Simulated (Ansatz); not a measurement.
The starting structures come from a database of crystals and need not be the phases stable at ambient conditions.

 Where the default PAW files enter, the runs use the earlier of Ansatz's two default sets.

Tunnelling through a barrier is set by its complex band structure: the current falls as exp(−2κd) with the smallest κ.

Data:

```yaml
crystal:
  lattice:
    - [8.02506, 0.00000, 0.00000]
    - [4.01253, 7.94756, 0.00000]
    - [4.01253, -0.67528, 2.21603]
  atoms:
    - { symbol: Cd, position: [0.66631, 0.00036, 0.00036] }
    - { symbol: Cd, position: [0.83297, 0.50036, 0.50036] }
    - { symbol: Te, position: [0.29203, 0.37464, 0.37464] }
    - { symbol: Te, position: [0.45869, 0.87464, 0.87464] }
```

Space group of this cell: P6_3mc, wurtzite. The cell is taken as given.

Transport runs along the normal of the first two printed cell vectors, the (111) plane of the conventional cell.

The gap is the functional's own, uncorrected, and κ follows it; spin-orbit coupling is left out. Mid-gap values are interpolated between the computed energies.

### Question
Give the band gap and the smallest decay constant κ at mid-gap that r2SCAN (Ansatz, a program for electronic structure) yields.

### Answer
Gap 1.20 eV on a 14×14×14 mesh; κ = 0.085 1/Å, at the zone centre.
